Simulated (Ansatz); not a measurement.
Start from B (space group I4_132, No. 214; a = 4.6330 Å; a hypothetical phase, not in the database extracts checked).

Computed with plane-wave PAW DFT at the PBEsol level (Ansatz, a first-principles code, 420 eV), spin-orbit coupling left out.

Before the change:

| Quantity | Result |
|---|---|
| Gap between the host's bands | 1.41 eV |
| Gap character | indirect, P–H (20 % along) → Γ–P (20 % along) |

Now apply this change: 0.0497 holes added to each cell, a density of 1.0×10^21 cm⁻³, with a uniform compensating background at fixed cell and a 300 K Fermi–Dirac width.

How does this affect the Fermi level from band edge, gap between the host's bands and gap character?

The Fermi level relative to the doped band's edge (positive inside the band; to 0.05 eV) comes out as +0.10 eV; the gap between the host's bands grows by 0.02 eV (1.41 eV → 1.43 eV); the gap character stays indirect, P–H (20 % along) → Γ–P (20 % along).

Carriers are added with a uniform compensating background; total energy and stress of such cells depend on the potential's zero and are not compared; many-body gap narrowing is missing at this level. No phonon test of stability was made.
